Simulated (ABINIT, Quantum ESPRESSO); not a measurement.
A Quantum ESPRESSO input for a self-consistent single point of Ru (P6_3/mmc, 2 atoms in the cell) (DFT, PBE, plane waves, GBRV 1.5 ultrasoft (PBE) pseudopotentials):

```fortran
&CONTROL
   calculation = 'scf',
   prefix = 'scf',
   outdir = './work',
   pseudo_dir = './',
   tprnfor = .true.,
   tstress = .true.,
/
&SYSTEM
   ibrav = 0,
   nat = 2,
   ntyp = 1,
   ecutwfc = 40,
   ecutrho = 320,
   occupations = 'smearing',
   smearing = 'gaussian',
   degauss = 0.0073499,
/
&ELECTRONS
   conv_thr = 1.0d-10,
/
ATOMIC_SPECIES
Ru   101.0700  ru_pbe_v1.2.uspp.F.UPF
ATOMIC_POSITIONS {crystal}
Ru    0.3333333333    0.6666666667    0.2500000000
Ru    0.6666666667    0.3333333333    0.7500000000
K_POINTS {automatic}
18 18 10  0 0 0
CELL_PARAMETERS {bohr}
   5.2076294474     0.0000000000     0.0000000000
  -2.6038147237     4.5099393949     0.0000000000
   0.0000000000     0.0000000000     8.2082994326
```

### Question
Write the same calculation as an input for ABINIT.

### Answer
This is the input that was run; spellings and numerical settings could be chosen otherwise.

```
# Ru, JTH v2.0 PBE PAW
pp_dirpath "./"
pseudos "Ru.GGA_PBE-JTH.xml"
acell 3*1.0
rprim
         5.2076294474   -0.0000003963    0.0000000000
        -2.6038143805    4.5099395931    0.0000000000
         0.0000000000    0.0000000000    8.2082994326
natom 2
ntypat 1
znucl 44
typat 1 1
xred
         0.3333333333    0.6666666667    0.2500000000
         0.6666666667    0.3333333333    0.7500000000
ecut 20
pawecutdg 40
pawxcdev 0
occopt 7
tsmear 0.1 eV
nband 22
kptopt 1
ngkpt 18 18 10
nshiftk 1
shiftk 0 0 0
nstep 100
tolvrs 1.0e-12
prtwf 0
prtden 0
```

Basis, cutoffs, solver keys and any potentials are the target program's own. This input uses DFT, PBE, plane waves, PAW (JTH v2.0 PBE PAW). Both were run: pressure -10.96 GPa in Quantum ESPRESSO and -10.55 in ABINIT.

On ABINIT: the starting cell comes from a database of computed structures (which also holds hypothetical and non-ambient phases and stackings), without a prior relaxation at this level. Its lattice was rescaled by a random factor within 2.5 % of one. Spin polarisation is off. With a pressure of about -11 GPa the cell is away from its equilibrium volume at this level.

On Quantum ESPRESSO: the starting cell comes from a database of computed structures (which also holds hypothetical and non-ambient phases and stackings), without a prior relaxation at this level. Its lattice was rescaled by a random factor within 2.5 % of one. Spin polarisation is off. With a pressure of about -11 GPa the cell is away from its equilibrium volume at this level.
